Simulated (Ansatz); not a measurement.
Base system: KI in the rock salt structure (space group Fm-3m, No. 225; a = 7.007 Å). Axes: x, y, z lie along the cube axes.

Computed with PBEsol (Ansatz, a quantum-chemistry and plane-wave program, PAW, no spin-orbit coupling).

For the base:

* **Valence-band top at Γ**: 0.00, 0.00, 0.00 eV
* **Valley order**: Γ 3.87 eV; X along ⟨100⟩ 4.79 eV

Modification: tensile biaxial strain of 0.92 % in the plane normal to [111], as in epitaxy on a mismatched substrate; the out-of-plane cell vector and the atoms relax.

**Question.** What happens to the in-plane stress?

**Answer.** The mean in-plane stress (compression positive) is -0.1 GPa.

**Question.** Estimate the effect on the valence-band top at Γ.

**Answer.** The valence-band top at Γ (three highest levels, from the VBM) becomes 0.00, -0.05, -0.05 eV (base: 0.00, 0.00, 0.00 eV).

**Question.** Estimate the effect on the valley order.

**Answer.** The valley order (the lowest conduction-band minima on the path, energy above the VBM, named in the base's zone) goes from Γ 3.87 eV; X along ⟨100⟩ 4.79 eV to Γ 3.82 eV; X along [001] 4.77 eV.

With I present, leaving out spin-orbit coupling can change the band edges. The levels and masses belong to the bands next to the band gap. Whether these cells are dynamically stable was not tested.
